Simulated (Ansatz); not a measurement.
Stishovite (SiO2), treated with PBE (PAW; Ansatz, an electronic-structure program).

Run with plane-wave cutoff 520 eV, 8×8×12 k mesh (along the axes of the cell as run), Fermi–Dirac smearing 0.01 eV, scalar-relativistic PAW data made under PBE.

Computed at the level's own relaxed cell.

Task: Predict the band gap, lattice parameter c, equilibrium volume per atom and equilibrium lattice constant a.

Result: 
* **band gap**: 5.04 eV (direct)
* **lattice parameter c**: 2.690 Å
* **equilibrium volume per atom**: 8.05 Å³/atom
* **equilibrium lattice constant a**: 4.236 Å

Measured, for comparison: lattice parameter c 2.665 Å, lattice constant a 4.179 Å (room temperature, not corrected to a static lattice; as tabulated in Hiroi (2015), arXiv:1503.02262). Computed (rounded) less measured: lattice parameter c +0.9 %, lattice constant a +1.4 %.

Note: the bulk modulus comes from volumes at which shape and atoms were relaxed.

The computed numbers hold no vibrational or temperature effects.
